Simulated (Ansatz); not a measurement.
A relaxation of cell and atoms of CuPbF6 (P-1, 8 atoms in the cell) with Ansatz (a quantum-chemistry and plane-wave program).

Computed with PBEsol, default PAW files made with PBE (plane waves; Ansatz).

The change in words: atoms on their sites; basis.ecutwfc: 420 eV → 210 eV; relax: default → cell and atoms. Reference geometry:
```xyz
8
Lattice="5.0587 0.0000 0.0000 2.3770 4.4756 0.0000 0.0323 2.7477 4.7527" Properties=species:S:1:pos:R:3 pbc="T T T"
Cu     0.0000     0.0000     0.0500
Pb     2.5455     1.3738     2.3763
F      0.8153     1.2688     1.1645
F      6.6527     5.9545     3.5882
F      1.5826     2.7689     3.6400
F      5.8855     4.4544     1.1126
F      3.2015     2.9076     1.2089
F      4.2665     4.3157     3.5437
```
Moments meant for the start (each program seeds them in its own way; μB, in the order of the atoms Cu Pb F F F F F F): 1.0 0.0 0.0 0.0 0.0 0.0 0.0 0.0.

Reference input (self-consistent single point, DFT, PBEsol, plane waves, default PAW files made with PBE): basis.ecutwfc = 420 eV; kpoints.mp_grid.grid = 2 3 2; hamiltonian.xc = pbesol; hamiltonian.pseudopotentials = {kind: paw} (the program's default PAW files); magnetization.spin_polarized = true; scf.occupations.method = fermi_dirac; scf.occupations.width = 0.05 eV. This run's input differs from it in these lines:

Ansatz 0.2 input:
```diff
@@ -6,3 +6,3 @@
   atoms:
-    - { symbol: Cu, position: [0.00296800, -0.00645900, 0.01052000], spin: 1.0 }
+    - { symbol: Cu, position: [0.00000000, 0.00000000, 0.00000000], spin: 1.0 }
     - { symbol: Pb, position: [0.50000000, 0.00000000, 0.50000000] }
@@ -15,3 +15,3 @@
 basis:
-  ecutwfc: 420.0
+  ecutwfc: 210.0
 kpoints:
@@ -25,2 +25,4 @@
   occupations: { method: fermi_dirac, width: 0.05 }
+relax:
+  cell: {}
 output:
```

The program printed (abridged):

```
   [... SCF lines of the steps left out ...]
relax step   1: F+E_penalty+E_count = -23079.36632553 eV  Δ(F+E_penalty+E_count) = +0.000e0 eV  max|allowed force component| = 8.359e-1 eV/Å  Δτ_max = 0.0000 Å  P = +8.006 GPa  Ω = 107.603 Å³  (28 SCF iters, dr2 threshold 1.00e-7 eV, accepted)
relax step   2: F+E_penalty+E_count = -23078.60713433 eV  Δ(F+E_penalty+E_count) = +7.592e-1 eV  max|allowed force component| = 5.955e-1 eV/Å  Δτ_max = 0.1493 Å  P = +1.703 GPa  Ω = 107.355 Å³  energy of the carried Pulay correction = +5.887e-1 eV  [...]
   [... lines left out ...]
relax step 119: F+E_penalty+E_count = -23080.02111626 eV  Δ(F+E_penalty+E_count) = +6.875e-2 eV  max|allowed force component| = 1.444e-2 eV/Å  Δτ_max = 0.0000 Å  P = -0.928 GPa  Ω = 105.078 Å³  stress off target by 2.10e0 GPa  SCF on the basis [...]
relax step 120: F+E_penalty+E_count = -23080.21291265 eV  Δ(F+E_penalty+E_count) = -1.918e-1 eV  max|allowed force component| = 1.159e-2 eV/Å  Δτ_max = 0.0045 Å  P = -0.453 GPa  Ω = 104.995 Å³  energy of the carried Pulay correction = +1.909e-1 eV  [...]
Step failed. What follows is not a result of the run: it is the report of the last solve that finished, which converged after 10 SCF iterations.
Magnetization: 0.9998 μB (37.9999 up, 37.0001 down)
Absolute magnetization: 1.0828 μB (∫|ρ↑−ρ↓|, with the PAW one-centre terms)
Spin contamination: 0.0021 ħ² per cell (⟨S²⟩ above its minimum at these occupations)
   [... lines left out ...]
Free energy (F): -23080.212913 eV
Fermi energy:    3.856303 eV
Error: variable-cell relaxation did not converge after 120 `relax_step` rows, as none of its last 22 fresh-basis SCF(s) at a relaxed cell met both thresholds with a finite energy. The last misses `relax.f_tol` and `relax.cell.stress_tol`: largest allowed force component 1.44e-2 eV/Å (`relax.f_tol` 1.00e-2 eV/Å), stress off the target on the free part of the cell 2.10e0 GPa (`relax.cell.stress_tol` 5.00e-2 GPa), F+E_penalty+E_count -23080.02111626 eV. The closest is row 63, whose structure comes with this error. Larger ratio of force or stress to its threshold at each such SCF whose figures are numbers: 76.666, 69.032, 66.748, 51.396, 36.894, 34.896, 32.970, 33.969, 27.029, 27.487, [...]
  cell:  # Å, volume = 106.1378 Å³
   [... lines left out ...]
    - [5.038637056226279, 0.005688487689849047, 0.012559762292117546]
    - [2.3726461074801914, 4.434558677226016, 0.039172991059884886]
    - [0.04704262658613888, 2.7562474508402546, 4.773816176400679]
  atoms:
    - { symbol: Cu, position: [0.0, 0.0, 0.0] }
    - { symbol: Pb, position: [0.5, 0.0, 0.5000000000000001] }
    - { symbol: F, position: [0.08120097304439891, 0.15132415265330484, 0.2511406780261649] }
    - { symbol: F, position: [0.9187990269556003, 0.8486758473466962, 0.7488593219738354] }
    - { symbol: F, position: [0.24219875064949592, 0.16980610104271726, 0.7632342921885065] }
    - { symbol: F, position: [0.7578012493505033, 0.8301938989572832, 0.23676570781149311] }
    - { symbol: F, position: [0.41415037211616385, 0.5056775877711694, 0.2456139533587203] }
    - { symbol: F, position: [0.5858496278838359, 0.4943224122288302, 0.75438604664128] }
```

The relaxation ended unconverged.  The full log also holds: “iter 4 did not close the SCF: its close was put off for a magnetic moment that had not settled (scf_convergence_deferred on its scf_iter line)”. The full log also holds: “iter 4 did not close the SCF: its close was put off for a magnetic moment that had not settled (scf_convergence_deferred on its scf_iter line)”.

The starting cell comes from a database of computed structures (which also holds hypothetical and non-ambient phases and stackings), without a prior relaxation at this level. Its lattice was rescaled by up to half a per cent. The cutoff lies below the one recommended for these files.

Cost on one core of a shared machine: roughly 4 min.
